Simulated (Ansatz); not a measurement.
We consider C11b MoSi2, described by PBEsol-D3(BJ) (plane waves, PAW; Ansatz, a program for electronic structure).

Settings: plane-wave cutoff 520 eV, 24×24×24 k mesh, Fermi–Dirac smearing 0.05 eV, no spin polarisation, scalar-relativistic PAW data made under PBE.

Shape and atoms are relaxed at each volume.

Pressure at four volumes; x = ln(V/12.877 Å³). One pressure is withheld.

| V (Å³/atom) | x | P (GPa) |
|---|---|---|
| 12.362 | -0.0408 | ? |
| 12.620 | -0.0202 | 4.96 |
| 12.877 | 0.0000 | 0.00 |
| 13.392 | 0.0392 | -8.45 |

Task: Pass a parabola P(x) through the three rows shown, estimate the bulk modulus and its pressure derivative near zero pressure, and predict the withheld pressure.

Result: Slopes between the rows: (0.00 − (4.96))/(0.0000 − (-0.0202)) = -245.54 and (-8.45 − (0.00))/(0.0392 − (0.0000)) = -215.56 GPa. Their difference over the span 0.0594 is c = 29.98/0.0594 = 504.7 GPa, so P(x) = 4.96 + (-245.54)(x − (-0.0202)) + 504.7 (x − (-0.0202))(x − (0.0000)). At the middle row B = −dP/dx = −[-245.54 + 504.7 × 0.0202] = 235.3 GPa, and B′ = dB/dP = 2c/B = 4.3. At x = -0.0408 the parabola gives 10.44 GPa; the run gives 10.47 GPa. The Birch–Murnaghan fit to the energies at all volumes has B0 = 235 GPa and B′ = 4.4.

Measured, for comparison: bulk modulus 222 ± 2 GPa (room temperature, not corrected to a static lattice, B' = 4; as tabulated in Structural stability of MoSi2 and Mo5Si3 under high pressure, Chin. Phys. B 26 …). Computed (rounded) less measured: bulk modulus +6 %. A static lattice is as a rule a little smaller and stiffer than an uncorrected measurement, which narrows the difference in the bulk modulus and would widen misses of the other sign.

Note: the bulk modulus comes from volumes at which shape and atoms were relaxed.
